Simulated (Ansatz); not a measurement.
A computed series for BeS: response to strain

Consider BeS in the zinc blende structure (space group F-43m, No. 216; a = 4.796 Å). Axes: x, y, z lie along the cube axes.

Strains are applied to the cell and any free atomic positions relax; under biaxial strain the out-of-plane vector relaxes too.

The values are results of Ansatz (a program for electronic structure), LDA, PAW, cutoff 420 eV, no spin-orbit coupling, not measurements.

```json
[
 {"biaxial strain, plane normal [001], relaxed out of plane (%)": "-3", "out-of-plane strain (%)": "2.38"},
 {"biaxial strain, plane normal [001], relaxed out of plane (%)": "-2.5", "out-of-plane strain (%)": "1.99"},
 {"biaxial strain, plane normal [001], relaxed out of plane (%)": "-2", "out-of-plane strain (%)": "1.60"},
 {"biaxial strain, plane normal [001], relaxed out of plane (%)": "-1.5", "out-of-plane strain (%)": "1.21"},
 {"biaxial strain, plane normal [001], relaxed out of plane (%)": "-1", "out-of-plane strain (%)": "?"},
 {"biaxial strain, plane normal [001], relaxed out of plane (%)": "-0.5", "out-of-plane strain (%)": "0.40"},
 {"biaxial strain, plane normal [001], relaxed out of plane (%)": "0", "out-of-plane strain (%)": "0.00"}
]
```

### Question
Fit ε⊥ = −νε + γε² (strains in %) to the rows shown and predict the withheld row.

### Answer
Least squares on the printed values gives ν = 0.81 (the biaxial Poisson response) and γ = -0.007 (largest residual 0.01 %); this predicts 0.81 %, and the run gives 0.81 %, in agreement.

Whether these cells are dynamically stable was not tested.
